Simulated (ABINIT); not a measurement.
## ABINIT run on Y₂Mg₃N₄ (C2/c, 18 atoms in the cell): self-consistent single point

Computed with PBEsol, PAW (JTH v2.0 PBE PAW, files made for PBE) (plane waves; ABINIT 10.0.3).

Input as run:

```
# Y2Mg3N4, JTH v2.0 PBE PAW
pp_dirpath "./"
pseudos "Y.GGA_PBE-JTH.xml, Mg.GGA_PBE-JTH.xml, N.GGA_PBE-JTH.xml"
acell 12.7794958645 12.7794958645 11.4732264802
rprim
         0.8440717808   -0.5362302013   -0.0000000000
         0.8440717808    0.5362302013   -0.0000000000
        -0.0362163730   -0.0000000000    0.9993439720
natom 18
ntypat 3
znucl 39 12 7
typat 1 1 1 1 2 2 2 2 2 2 3 3 3 3 3 3 3 3
xcart
         5.4001127860    1.6119042408    3.2200271100
        15.7579922293   -1.6119042408    8.2456726122
        15.9657515540    1.6119042408    2.5128227511
         5.1923534613   -1.6119042408    8.9528769710
        11.6679699748   -4.8980727624   10.7544823684
         9.4901350405    4.8980727624    0.7112173538
         9.2823757157   -4.8980727624    6.4440672148
        11.8757292996    4.8980727624    5.0216325073
        10.6829321700   -0.5190274092    2.8664249305
        10.4751728453    0.5190274092    8.5992747916
         2.4869835100    1.3752101992    6.9537175675
        18.6711215054   -1.3752101992    4.5119821546
        18.4633621806    1.3752101992   10.2448320157
         2.6947428347   -1.3752101992    1.2208677064
         7.6166162488    1.4723822174   11.0771271585
        13.5414887665   -1.4723822174    0.3885725636
        13.3337294418    1.4723822174    6.1214224246
         7.8243755736   -1.4723822174    5.3442772975
ecut 707 eV
pawecutdg 1415 eV
ixc -116133
occopt 1
nband 76
kptopt 1
ngkpt 3 3 3
nshiftk 1
shiftk 0 0 0
nstep 80
tolvrs 1.0e-12
diemac 9
prtwf 0
prtden 0
```

Output (repeated stretches shortened):

```
 Symmetries : space group C2/c (# 15); Bravais mC (1-face-center monocl.)

 -outvars: echo values of preprocessed input variables --------
            acell      1.2779495864E+01  1.2779495864E+01  1.1473226480E+01 Bohr
           diemac      9.00000000E+00
             ecut      2.59817731E+01 Hartree
              ixc     -116133
         kptrlatt        3    0    0      0    3    0      0    0    3
          kptrlen      3.44196794E+01
            natom          18
            nband          76
            ngfft          60      60      54
          ngfftdg          90      90      80
             nkpt          10
            nstep          80
             nsym           4
           ntypat           3
        pawecutdg      5.20002954E+01 Hartree
            rprim      8.4407178080E-01 -5.3623020130E-01 -0.0000000000E+00
                       8.4407178080E-01  5.3623020130E-01 -0.0000000000E+00
                      -3.6216373000E-02 -0.0000000000E+00  9.9934397200E-01
          spgroup          15
           tolvrs      1.00000000E-12
            typat      1  1  1  1  2  2  2  2  2  2  3  3  3  3  3  3  3  3
           useylm           1
             xred      1.3811000001E-01  3.7333000002E-01  2.8083999999E-01
                       8.6189000003E-01  6.2667000002E-01  7.1915999999E-01
                       6.2667000002E-01  8.6189000003E-01  2.1915999999E-01
                       3.7333000002E-01  1.3811000001E-01  7.8083999999E-01
                       9.1629000004E-01  2.0153000001E-01  9.3796999999E-01
                       8.3709999999E-02  7.9847000003E-01  6.2029999994E-02
                       7.9847000003E-01  8.3709999999E-02  5.6202999999E-01
                       2.0153000001E-01  9.1629000004E-01  4.3796999999E-01
                       5.3787000002E-01  4.6213000002E-01  2.4999999999E-01
                       4.6213000002E-01  5.3787000002E-01  7.4999999999E-01
                       2.6620000001E-02  2.2730000002E-01  6.0647999999E-01
                       9.7338000004E-01  7.7270000002E-01  3.9351999999E-01
                       7.7270000002E-01  9.7338000004E-01  8.9351999999E-01
                       2.2730000002E-01  2.6620000001E-02  1.0647999999E-01
                       2.6423000002E-01  4.7909000002E-01  9.6610999999E-01
                       7.3577000002E-01  5.2091000002E-01  3.3889999995E-02
                       5.2091000002E-01  7.3577000002E-01  5.3388999999E-01
                       4.7909000002E-01  2.6423000002E-01  4.6610999999E-01
            znucl       39.00000   12.00000    7.00000

== DATASET  1 ==================================================================

 Real(R)+Recip(G) space primitive vectors, cartesian coordinates (Bohr,Bohr^-1):
 R(1)= 10.7868118 -6.8527516  0.0000000  G(1)=  0.0463529 -0.0729634  0.0016798
 R(2)= 10.7868118  6.8527516  0.0000000  G(2)=  0.0463529  0.0729634  0.0016798
 R(3)= -0.4155186  0.0000000 11.4656997  G(3)=  0.0000000  0.0000000  0.0872167
 Unit cell volume ucvol=  1.6950740E+03 bohr^3
 Angles (23,13,12)=  9.17517601E+01  9.17517601E+01  6.48547583E+01 degrees

 Coarse grid specifications (used for wave-functions):

 getcut: wavevector=  0.0000  0.0000  0.0000  ngfft=  60  60  54
         ecut(hartree)=     25.982   => boxcut(ratio)=   2.04628

 Fine grid specifications (used for densities):

 getcut: wavevector=  0.0000  0.0000  0.0000  ngfft=  90  90  80
         ecut(hartree)=     52.000   => boxcut(ratio)=   2.14811

   2.22737144E+04                                ecore*ucvol(ha*bohr**3)

_setup2: Arith. and geom. avg. npw (full set) are   10720.778   10720.772

--- !BeginCycle
solver: {iscf: 17, nstep: 80, nline: 4, wfoptalg: 10, }
tolerances: {tolvrs: 1.00E-12, }
...

     iter   Etot(hartree)      deltaE(h)  residm     nres2
 ETOT  1  -608.43298697394    -6.084E+02 1.819E+00 9.429E+01
 ETOT  2  -616.18937369902    -7.756E+00 2.308E-02 4.159E+01
 ETOT  3  -616.11930229493     7.007E-02 8.998E-03 1.862E+01
 ETOT  4  -616.12820009490    -8.898E-03 4.137E-03 9.707E+00
 ETOT  5  -616.10380988620     2.439E-02 3.765E-03 1.311E+00
 ETOT  6  -616.10237152896     1.438E-03 2.088E-03 4.075E-02
   [... 13 lines left out ...]
 ETOT 20  -616.10242770789     7.844E-12 3.180E-05 2.093E-11
 ETOT 21  -616.10242770789    -2.615E-12 2.346E-05 2.037E-11
 ETOT 22  -616.10242770789     6.708E-12 3.260E-05 1.452E-12
 ETOT 23  -616.10242770789    -2.501E-12 2.384E-05 3.025E-12
 ETOT 24  -616.10242770789    -5.343E-12 3.263E-05 3.917E-14

 At SCF step   24       nres2   =  3.92E-14 < tolvrs=  1.00E-12 =>converged.

 Cartesian components of stress tensor (hartree/bohr^3)
  sigma(1 1)=  1.49165993E-04  sigma(3 2)=  0.00000000E+00
  sigma(2 2)=  1.44327335E-04  sigma(3 1)= -7.75836529E-06
  sigma(3 3)=  1.49772733E-04  sigma(2 1)=  0.00000000E+00

 ----iterations are completed or convergence reached----

 reduced coordinates (array xred) for   18 atoms
       0.138110000008      0.373330000016      0.280839999989
       0.861890000032      0.626670000024      0.719159999991
       0.626670000024      0.861890000032      0.219159999991
   [... 15 lines left out ...]
 cartesian forces (eV/Angstrom) at end:
    1      0.06092359107134    -0.10972785184273    -0.03703500917086
    2     -0.06092359107134     0.10972785184273     0.03703500917086
    3     -0.06092359107134    -0.10972785184273     0.03703500917086
   [... 15 lines left out ...]
 frms,max,avg= 9.0199503E-02 2.0366119E-01   0.000E+00  0.000E+00  0.000E+00 e/A
 length scales= 12.779495864500 12.779495864500 11.473226480200 bohr
              =  6.762617948764  6.762617948764  6.071369962313 angstroms
 Fermi (or HOMO) energy (hartree) =   0.24533   Average Vxc (hartree)=  -0.38719
 Eigenvalues (hartree) for nkpt=  10  k points:
 kpt#   1, nband= 76, wtk=  0.03704, kpt=  0.0000  0.0000  0.0000 (reduced coord)
  -2.45874   -2.45868   -2.44443   -2.44413   -2.44411   -2.44382   -1.24988   -1.24786
  -1.24783   -1.24748   -1.24713   -1.24684   -1.24463   -1.24422   -1.24079   -1.24030
  -1.23230   -1.23209   -1.23111   -1.23044   -1.22976   -1.22939   -1.22932   -1.22902
  -1.22890   -1.22870   -1.22771   -1.22744   -0.53482   -0.52615   -0.52539   -0.52503
  -0.52170   -0.52168   -0.51902   -0.51853   -0.51796   -0.51251   -0.50881   -0.50702
  -0.22630   -0.19302   -0.19193   -0.18441   -0.18311   -0.18118   -0.17690   -0.17578
   0.09529    0.09872    0.13008    0.13296    0.13455    0.14576    0.16493    0.16949
   0.17408    0.17439    0.17891    0.18246    0.19025    0.19276    0.19593    0.19625
   0.20362    0.21244    0.21254    0.22335    0.22357    0.23432    0.24081    0.24533
   0.32152    0.32404    0.36439    0.38373
 prteigrs : prtvol=0 or 1, do not print more k-points.

--- !EnergyTerms
comment             : Components of total free energy in Hartree
kinetic             :  1.11309829548047E+02
hartree             :  1.24991859251406E+02
xc                  : -6.05350900287139E+01
Ewald energy        : -3.74968179703592E+02
psp_core            :  1.31402609972140E+01
local_psp           : -4.25254490093356E+02
spherical_terms     : -4.78661777926309E+00
total_energy        : -6.16102427808258E+02
total_energy_eV     : -1.67649996601684E+04
...

-Cartesian components of stress tensor (GPa)         [Pressure= -4.3471E+00 GPa]
- sigma(1 1)=  4.38861429E+00  sigma(3 2)=  0.00000000E+00
- sigma(2 2)=  4.24625609E+00  sigma(3 1)= -2.28258949E-01
- sigma(3 3)=  4.40646521E+00  sigma(2 1)=  0.00000000E+00

 Calculation completed.
```

The run converged in 24 iterations.

The starting cell comes from a database of computed structures (which also holds hypothetical and non-ambient phases and stackings), without a prior relaxation at this level. The potentials were made for another functional than the one used. With a pressure of about -4 GPa the cell is away from its equilibrium volume at this level.

These are the values that this program gave, and no reference: the one-centre exchange-correlation terms come from a truncated expansion.

Cost on one core of a shared machine: roughly 30 min.
